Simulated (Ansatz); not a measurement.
Start from ZrO$_{2}$ in the fluorite structure (space group Fm-3m, No. 225; a = 5.116 Å).

Calculations: PBE (Ansatz, a first-principles code), no spin-orbit coupling.

Before the change:

The smallest direct gap is 3.75 eV and the electron mass comes out as 0.51, 2.1 mₑ (at Γ).

One thing is altered: an isotropic linear strain of +5.38 %, atoms relaxed at fixed cell.

Question: What happens to the smallest direct gap and electron mass?

Answer: The smallest direct gap drops by 0.552 eV to 3.19 eV; the electron mass (degenerate bands, along [100]) changes from 0.51, 2.1 mₑ (at Γ) to 0.64, 2.5 mₑ (at Γ).

Masses are band curvatures over ±0.01 Å⁻¹ around the edge. No phonon test of stability was made. This is not the structure that ZrO2 has at room temperature and ambient pressure.
